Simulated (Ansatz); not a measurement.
Cell and atoms of amorphous Ti$_{20}$O$_{42}$Si:

```
Ti20O42Si
1.0
    9.22046     0.13323    -0.18351
    0.13323     9.03141    -0.10134
   -0.18351    -0.10134     9.47065
Ti O Si
20 42 1
Cartesian
  5.48875   6.55908   5.80153
  8.83048   4.12109   2.76492
  2.36715   2.26653   6.71231
  8.03697   5.54723   0.11841
  2.39591   6.80344   7.78729
  5.59423   0.77987   6.30314
  2.25261   6.11686   1.73434
  8.64468   7.71019   2.68942
  0.10077   0.27815   6.13435
  0.20819   2.80936   8.66652
  4.78316   6.60748   9.17236
  2.21725   5.35365   5.19796
  0.31584   8.28410   0.03186
  4.68922   0.82360   9.10828
  1.98372   0.25561   3.49211
  7.77020   1.78448   1.26796
  8.52363   5.11844   6.02804
  5.57502   8.70950   2.60708
  6.92591   2.43274   4.41951
  5.36969   5.08342   2.60336
  1.91895   3.11123   8.38075
  7.40230   6.42224   5.68542
  8.01761   7.13656   8.93893
  4.39569   3.58300   2.47986
  3.79672   8.78342   3.22541
  6.84543   7.40141   3.02303
  0.34796   4.65391   4.52073
  2.07376   4.21670   1.54316
  9.19739   1.37511  -0.11885
  3.94630   1.45561   7.33600
  5.65853   6.26184   7.62529
  6.33457   1.22963   2.83608
  8.46509   4.55140   7.96819
  3.38841   6.49745   6.10907
  5.04058   5.52382   4.31228
  4.09047   6.27698   1.65502
  3.39982   5.54777   8.61885
  1.82449   0.81569   5.41215
  5.31394   2.22997   5.11993
  0.32818   2.00008   6.95724
  5.42119   8.48650   0.79230
  6.28933   2.06519   0.35800
  8.62983   2.30506   3.04792
  6.32736   5.53679   0.71689
  7.49192   0.93737   5.55165
  0.27349   8.30677   4.33402
  2.73876   3.61634   5.61933
  2.15175   1.93223   2.79376
  6.10457   0.30498   7.94172
  1.07762   5.78301   6.63207
  8.99710   5.99811   1.81809
  8.60759   3.64373   0.80580
  0.68981   8.36930   7.53916
  7.03663   4.23686   3.05874
  3.60105   1.89222   0.63623
  1.52770   6.81058  -0.00789
  2.20305   6.17564   3.54108
  5.33832   8.29903   5.29492
  8.22946   8.91539   1.34048
  1.34670   8.15552   1.96841
  7.55378   3.65096   5.61249
  3.64080   8.05474   8.42281
  3.06092   2.89715   1.80547
```

Methods: PBE, scalar-relativistic without spin-orbit coupling (Ansatz, a quantum-chemistry and plane-wave program); r2SCAN, scalar-relativistic without spin-orbit coupling (Ansatz); HSE06, scalar-relativistic without spin-orbit coupling (Ansatz). Neutral PBE cell, which sets geometry, pressure and energy: sampling: a 2×2×2 Γ-centred mesh; Fermi-Dirac width 0.02 eV; no spin polarisation. Exact exchange is cut at the faces of this 9 Å cell, which leaves hybrid gaps a finite-size error.

Preparation: random packing, a CHGNet melt and quench, and a DFT relaxation. O atoms were pushed apart under 1.9 Å during the dynamics, to hinder bonds among them. The hot cell started wider than the set density and was brought back towards it in steps. It is the lowest in DFT energy of 2 quenches. It is a model cell: composition and starting density were chosen by hand, and all elements were melted together. No dispersion term was used. The simulated quench is rapid and tends to freeze in more defects than a deposited or slowly cooled glass has. A cell of this size samples the disorder only roughly. Volume and shape were free in the relaxation.

Problem. Give the pressure, the energy against reference phases and the spacing of the highest filled and lowest empty levels.

Solution. 
```yaml
Pressure on a 2×2×2 Γ-centred mesh: 0.04 GPa
Largest force and stress component on that mesh (the relaxation ran on the zone centre alone): 0.09 eV/Å and 0.1 GPa
Energy relative to anatase TiO2 + alpha cristobalite (lowest mix at this level among the phases computed, not always the ambient ones): 0.143 eV/atom
Level gap on a 2×2×2 Γ-centred mesh (PBE): 2.58 eV
Level gap at the zone centre (PBE): 2.67 eV
Level gap at the zone centre (r2SCAN): 3.00 eV
Level gap at the zone centre (HSE06): 4.14 eV
Distance between the nearest levels spread over more than a fifth of the atoms or a third of the atoms of their main element (six at least) (PBE, zone centre): 2.85 eV
```

Problem. At PBE and the zone centre, how localised are the states just below and above the Fermi level (participation number: the atoms over which a state spreads)?

Solution. The highest filled state is spread over 9.7 atoms' worth, largest on O42, with weights by element (charge in smoothed Voronoi cells) O 0.91, Ti 0.08, Si 0.00. The lowest empty state is spread over 7.2 atoms' worth, largest on Ti13, with weights by element (charge in smoothed Voronoi cells) Ti 0.81, O 0.19, Si 0.00.

At PBE the levels at the filled edge of the gap are localised (band-tail or defect states).

Cut-offs for bonds: Ti-Ti 3.12 Å, Ti-O 2.52 Å, Ti-Si 2.78 Å, O-O 1.58 Å, O-Si 2.12 Å, Si-Si 2.60 Å. Two cations that share two anions don't count as bonded, nor two that share one unless they lie closer than Ti-Ti 3.04 Å, Ti-Si 2.71 Å, Si-Si 2.38 Å.

Added carriers, by PBE, scalar-relativistic without spin-orbit coupling in Ansatz on the zone centre alone. Charged cells keep the cell fixed and stand in a uniform background, with no image correction, at a width of 0.01 eV; where the count is odd the moment is locked at 1 μB, unless the neutral cell bore moments. Each starts from the undistorted neutral geometry alone. PBE's self-interaction favours spread-out carriers, so it can miss traps that a hybrid finds.

Problem. What happens at PBE when the cell takes an extra electron and the atoms relax?

Solution. Relaxation lowers the charged cell by 0.13 eV. The largest moves are O59 0.08 Å, O23 0.08 Å, O29 0.07 Å, O38 0.06 Å. The level that holds the added charge spreads over 9.8 atoms' worth, most on Ti13 (weight 0.19): a partly localised carrier. No bond crosses its cut-off with a change of over 0.15 Å (metal-metal contacts aside). Made neutral again at that geometry, the cell lies +0.17 eV from the neutral start.

Problem. What happens at PBE when the cell takes a hole and the atoms relax?

Solution. Relaxation lowers the charged cell by 0.41 eV. The largest moves are O49 0.25 Å, Ti14 0.19 Å, O58 0.17 Å, O42 0.16 Å. The level that was emptied spreads over 3.5 atoms' worth, most on O42 (weight 0.43): a localised (trapped) carrier, which neighbours of that atom can share. No bond crosses its cut-off with a change of over 0.15 Å (metal-metal contacts aside). Made neutral again at that geometry, the cell lies +0.99 eV from the neutral start.
